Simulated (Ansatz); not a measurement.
MoS2: uniaxial strain ε_zz = −0.60 %

Start from MoS2 (space group P6_3/mmc, No. 194; a = 3.1090 Å, c = 11.7090 Å; layered, stacked along the Cartesian z axis). Axes: x lies along a and z along c of the hexagonal cell.

It is then changed as follows: uniaxial strain ε_zz = −0.60 %, all other strain components held at zero; the atoms relax in the strained cell.

Computed with PBEsol-D3(BJ) (Ansatz, a first-principles code; PAW; 420 eV plane waves; no spin-orbit coupling). Settings: 12×12×3 k-points, 0.05 eV Fermi–Dirac smearing.

```csv
quantity,base,changed,shift
volume per atom,16.34 Å³,16.24 Å³,-0.10 Å³
space group,P6_3/mmc (No. 194),P6_3/mmc (No. 194),–
shortest interatomic distance,2.380 Å,2.379 Å,-0.001 Å
energy relative to the base (free energy F),0 meV/atom,+0.2 meV/atom,+0.2 meV/atom
"pressure (mean of the normal stresses, compression positive)",0.00 GPa,0.27 GPa,+0.276 GPa
band gap,0.52 eV,0.48 eV,-0.04 eV
gap character,"indirect, Γ → K–Γ (44 % along)","indirect, Γ → K–Γ (44 % along)",–
smallest direct gap,1.79 eV,1.79 eV,-0.008 eV
width of the top valence band,1.88 eV,1.91 eV,+0.03 eV
hole mass,"1.1 mₑ along c, 0.50 mₑ across (at Γ)","1.2 mₑ along z, 0.47 mₑ across (at Γ)",–
"valence-band top at Γ (three highest levels, from the VBM)","0.00, -0.96, -1.60 eV","0.00, -0.93, -1.63 eV",–
"stress (xx, yy, zz, yz, xz, xy; compression positive)",–,"(0.10, 0.10, 0.61, 0.00, 0.00, 0.00) GPa",–
```

Effective masses come from finite differences of ±0.01 Å⁻¹. Stability against distortions was not tested.
